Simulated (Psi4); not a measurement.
Psi4 1.11, HF/def2-svp: W(O)(NMe)(Me)(OSiH3) (C[N]=[W]([CH3])(=[O])[O][SiH3]), 16 atoms. The geometry is a generated start, not checked to be a minimum at this level.

* **task**: energy
* **method**: scf
* **basis**: def2-svp
* **memory**: 3 GB
* **maxiter**: 100
* **keys of the molecule block**: symmetry c1
* **scf_type**: df (default)
* **e_convergence**: 1e-06 (default)
* **d_convergence**: 1e-06 (default)
* **effective core potentials**: those of the basis set, past Kr
* **basis functions**: 165

```xyz
16

W      0.3009    -0.0159     0.6822
O      1.1712    -0.3393     2.0942
N     -0.8314    -1.3286     0.2283
C     -1.5312    -2.5724     0.2843
H     -0.9458    -3.3224     0.8405
H     -2.4937    -2.4451     0.7954
H     -1.7359    -2.9669    -0.7219
C     -1.0764     1.5980     1.3084
H     -1.6374     1.3777     2.2316
H     -1.8345     1.8591     0.5462
H     -0.5047     2.5205     1.5165
O      1.2685     0.6906    -0.8086
Si     2.2604     1.1364    -2.0037
H      1.6749     0.6851    -3.2737
H      3.5745     0.5169    -1.7624
H      2.3407     2.6062    -1.9574
```

Charge 0 and multiplicity 1 are set for this test and not shown to be the ground state.

With the defaults (damping_percentage = 0, diis = true, scf_initial_accelerator = adiis, guess = auto, which took SAD, level_shift = 0, level_shift_cutoff = 0.01, diis_max_vecs = 10, diis_start = 1) it converges in 13 SCF iterations. One run each on 2 threads, with these changes:
- diis_max_vecs = 3
- guess = sapgau
- level_shift = 0.1, level_shift_cutoff = 0.001
- damping_percentage = 20
- damping_percentage = 60
- diis_start = 4
- guess = sap
- diis_max_vecs = 20
- damping_percentage = 60, diis = false, scf_initial_accelerator = none

Q: Name the settings that don't reach the solution of the defaults.

A: No convergence: damping_percentage = 60; damping_percentage = 60, diis = false, scf_initial_accelerator = none (the run ends without SCF convergence in 100 iterations). The rest reach the solution of the defaults.

```tsv
setting	SCF iterations	end
level_shift = 0.1, level_shift_cutoff = 0.001	12	same solution
the defaults	13	same solution
diis_max_vecs = 20	13	same solution
guess = sap	15	same solution
diis_start = 4	16	same solution
guess = sapgau	18	same solution
damping_percentage = 20	20	same solution
diis_max_vecs = 3	21	same solution
damping_percentage = 60	100	no convergence
damping_percentage = 60, diis = false, scf_initial_accelerator = none	100	no convergence
```
